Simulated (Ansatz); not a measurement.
An Ansatz (a quantum-chemistry and plane-wave program) input (DFT with r2SCAN, PAW potentials and a 500 eV plane-wave cutoff in Ansatz, no spin-orbit coupling, earlier PAW set):

Ansatz 0.2 input:
```yaml
crystal:
  lattice:
    - [1.0077577386, 0.5818292017, 2.217686834]
    - [-1.0077577386, 0.5818292017, 2.217686834]
    - [0, -1.1636584033, 2.217686834]
  atoms:
    - { symbol: H, position: [0.166321171, 0.166321171, 0.166321171] }
    - { symbol: H, position: [0.833678829, 0.833678829, 0.833678829] }
basis: { ecutwfc: 500, ecutrho_ratio: 4, xc_grid: 4, fft_grid_basis: typed }
kpoints: { mp_grid: { grid: [19, 19, 19] } }
hamiltonian:
  xc: r2scan
  dispersion: none
  pseudopotentials: { azcp: { folder: ./paw }, kind: paw }
scf: { occupations: { method: fermi_dirac, width: 0.05 }, convergence: { dr2_threshold: 0.0000000002 } }
output: { forces: true, stress: true }
checkpoint: { write: state.ck, write_every: 1000 }
```

**Question.** Which symmetry and how many k-points will the program report, and about how many plane waves at Γ?

**Answer.** Space group R-3m (ITA 166) with 12 operations, k-points 670 of 6859, and 201 plane waves at Γ.

**Question.** And the final pressure?

**Answer.** 2.34 GPa (compression positive).

Single points use the geometry relaxed with PBEsol-D3(BJ). Stability against distortions was not tested. The cell was made from As by this change: As → H; the result is a hypothetical phase, not in the database extracts checked.
